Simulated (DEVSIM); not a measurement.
Structure: Schottky contact on n-type Ge, at 300 K.

Layer 1 from the left is Ge, thickness (μm) 5.10, Nd (cm⁻³) 2.6e17, τn (s) 6.5e-6, τp (s) 6.5e-6. Layer 2 from the left is Ge, thickness (μm) 1.70, Nd (cm⁻³) 1.6e18, τn (s) 6.5e-6, τp (s) 6.5e-6.

Left contact: Schottky, work function 4.39 eV, emission velocity 6e6 cm/s. Right contact: ohmic. Voltage is applied to the left contact. Recombination: SRH at mid-gap, Auger. Mobility is μmin + (μ − μmin)/(1 + (N/Nref)^α).

Constants are typed, rounded textbook-type inputs, not results; the design itself was drawn at random and stands for no fabricated device. Values at 300 K.

Ge: gap (eV) 0.664, affinity (eV) 4, permittivity 16, Nc (cm⁻³) 1.04e19, Nv (cm⁻³) 6e18, μn (cm²/Vs) 3900, μp (cm²/Vs) 1900, μn,min 150, μp,min 100, Nref,n 2.6e17, Nref,p 4e17, αn 0.56, αp 0.6, Cn (cm⁶/s) 1e-31, Cp (cm⁶/s) 1e-31.

DEVSIM, 1D drift-diffusion, Boltzmann statistics, complete ionisation; no tunnelling, impact ionisation, image-force lowering or self-heating. Metal contacts follow the ideal Schottky-Mott rule: no Fermi-level pinning, no interface dipoles.

**Question.** What does the simulation give for the dark forward voltage at 100 A/cm², the potential step across the device at zero bias?

**Answer.** dark forward voltage at 100 A/cm² 0.095 V; potential step across the device at zero bias 0.342 V.
